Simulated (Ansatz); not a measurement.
Inside the gap of an insulator the Bloch states are evanescent, with a wavenumber k + iκ along the transport direction.

```
CELL_PARAMETERS angstrom
      3.06602     0.00000     0.00000
      0.00000     4.91662     0.00000
      1.53301     0.00000     2.65525
ATOMIC_POSITIONS crystal
  Al 0.66667 0.50071 0.66667
  Al 0.33333 0.00071 0.33333
  N  0.66667 0.11929 0.66667
  N  0.33333 0.61929 0.33333
```

The cell is strained (all lengths scaled by 0.98); by r2SCAN it stands under a pressure of 8.9 GPa.

Transport runs along the normal of the first two printed cell vectors, the (100) plane of the conventional cell.

The gap is the functional's own, uncorrected, and κ follows it; spin-orbit coupling is left out. Mid-gap means the computed energy nearest the middle.

Task: Compute, with r2SCAN (Ansatz, a quantum-chemistry and plane-wave program), the band gap and the smallest decay constant κ at mid-gap.

Result: Gap 5.25 eV on a 12×6×12 mesh; κ = 0.326 1/Å, at the zone centre.
